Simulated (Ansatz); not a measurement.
An Ansatz (a quantum-chemistry and plane-wave program) run: WS2 with a change (pressure 9 GPa); plane-wave PAW DFT at the PBE-D3(BJ) level (Ansatz, 420 eV), no spin-orbit coupling.

Input:

Ansatz 0.2 input:
```yaml
crystal:
  lattice:
    - [3.1207026267, 0, 0]
    - [-1.5603513134, 2.7026077523, 0]
    - [0, 0, 11.669318499]
  atoms:
    - { symbol: W, position: [0.3333333333, 0.6666666667, 0.25] }
    - { symbol: W, position: [0.6666666667, 0.3333333333, 0.75] }
    - { symbol: S, position: [0.3333333333, 0.6666666667, 0.6147833991] }
    - { symbol: S, position: [0.6666666667, 0.3333333333, 0.1147833991] }
    - { symbol: S, position: [0.6666666667, 0.3333333333, 0.3852166009] }
    - { symbol: S, position: [0.3333333333, 0.6666666667, 0.8852166009] }
basis: { ecutwfc: 420, ecutrho_ratio: 4, xc_grid: 2, fft_grid_basis: typed }
kpoints: { mp_grid: { grid: [12, 12, 3] } }
hamiltonian:
  xc: pbe
  dispersion: d3bj
  pseudopotentials: { kind: paw }
scf: { occupations: { method: fermi_dirac, width: 0.05 } }
relax: { f_tol: 0.01, max_steps: 60, cell: { stress_tol: 0.02, p_target: 9.0 } }
output: { forces: true, stress: true }
checkpoint: { write: state.ck, write_every: 1000 }
```

Output (explanatory and most iteration lines left out):

```
Relaxation: its limit of steps is 60 (relax.max_steps)
Pseudopotential: W, paw, valence charge 14
Pseudopotential: S, paw, valence charge 6
Crystal: 6 atoms, lattice volume = 98.419 Å³
Basis set: ecut = 420 eV, 1923 PW (Γ), exchange–correlation on 48×48×160 points (8 copies of the dense FFT grid, shifted against one another)
Bands: 32, of which v1, the nominal top of the filled ones, is band 26 counted from 1 (25 counted from 0)
Symmetry: 24 space group operations
Space group: P63/mmc (ITA 194), of the structure as read, at distance tolerance 4.6e-5 Å
k-points: 38 of 432
Functional: x = pbe(κ = 0.804, μ = 0.2195149727645171), c = pbe(β = 0.06672455060314922)
SCF iter   1: F=—  HF=-24385.238091 eV  |F-HF|=—  |Δ(HF+E_count)|=         —  Δρ=5.38e-3  dr2=1.30e-2  ethr=1.77e-3  ⟨swp⟩=6.3  Hψ=5706  notcnv=0
SCF iter   2: F=—  HF=-24385.243204 eV  |F-HF|=—  |Δ(HF+E_count)|=   5.11e-3  Δρ=3.08e-3  dr2=3.63e-3  ethr=2.49e-5  ⟨swp⟩=2.2  Hψ=2051  notcnv=0
SCF 1 converged in 6 iterations: F = -24385.247780 eV  dr2 = 8.13e-8
relax step   1: F+E_penalty+E_count = -24385.24778040 eV  Δ(F+E_penalty+E_count) = +0.000e0 eV  max|allowed force component| = 2.706e-4 eV/Å  Δτ_max = 0.0000 Å  P = +4.200 GPa  Ω = 98.419 Å³  (6 SCF iters, dr2 threshold 1.00e-7 eV, accepted)
[... steps on the carried basis left out ...]
relax step   7: F+E_penalty+E_count = -24385.06987316 eV  Δ(F+E_penalty+E_count) = +8.599e-4 eV  max|allowed force component| = 6.437e-6 eV/Å  Δτ_max = 0.0000 Å  P = +8.996 GPa  Ω = 94.005 Å³  stress off target by 5.69e-3 GPa  SCF on the basis re-selected at this cell (its energy is not comparable with the rows above)  (6 SCF iters)
SCF converged after 6 iterations
Free energy (F): -24385.069873 eV
Internal energy: -24385.069795 eV  (E = F + TS)
E sigma→0 (E₀):  -24385.069834 eV
Entropy (-TS):   -0.000078 eV (-0.013 meV/atom)
Fermi energy:    14.415990 eV
  E_disp       = -2.929910  (pairwise vdW)
--- Forces (eV/Å), atoms counted from 1 ---
  atom   1  W      0.00000000     0.00000000     0.00000000
  atom   2  W      0.00000000     0.00000000     0.00000000
  atom   3  S     -0.00000000     0.00000000     0.00000644
  atom   4  S      0.00000000    -0.00000000     0.00000644
  atom   5  S      0.00000000    -0.00000000    -0.00000644
  atom   6  S     -0.00000000     0.00000000    -0.00000644
--- Stress (GPa, compression-positive) ---
        8.997295       0.000000       0.000000
        0.000000       8.997295       0.000000
        0.000000       0.000000       8.994309
  P = ⅓ Tr σ = 8.9963 GPa (89.963 kbar)
--- Relaxed structure (6 steps of the walk, 5 accepted, 1 SCFs on fresh bases) ---
  cell:  # Å, volume = 94.0048 Å³
    - [3.0879524717540545, 2.8564572765381127e-11, 0.0]
    - [-1.543976235901765, 2.674245286203678, 0.0]
    - [0.0, 0.0, 11.383556647985772]
  atoms:
    - { symbol: W, position: [0.3333333333333333, 0.6666666666666665, 0.24999999999999997] }
    - { symbol: W, position: [0.6666666666666666, 0.33333333333333326, 0.7499999999999999] }
    - { symbol: S, position: [0.3333333333333333, 0.6666666666666665, 0.6111171204860366] }
    - { symbol: S, position: [0.6666666666666666, 0.33333333333333326, 0.11111712048603667] }
    - { symbol: S, position: [0.6666666666666666, 0.33333333333333326, 0.3888828795139633] }
    - { symbol: S, position: [0.3333333333333333, 0.6666666666666665, 0.8888828795139634] }
```

Spin-orbit coupling, missing from the scalar runs, can matter with W. Load acts through the strain it causes; cell and atoms are relaxed under it. No phonon test of stability was made. Competing high-pressure phases were not computed. The cell was made from WS2 in the 2H-MoS2 type structure (space group P6_3/mmc, No. 194; layered, stacked along the Cartesian z axis) by this change: pressure 9 GPa.
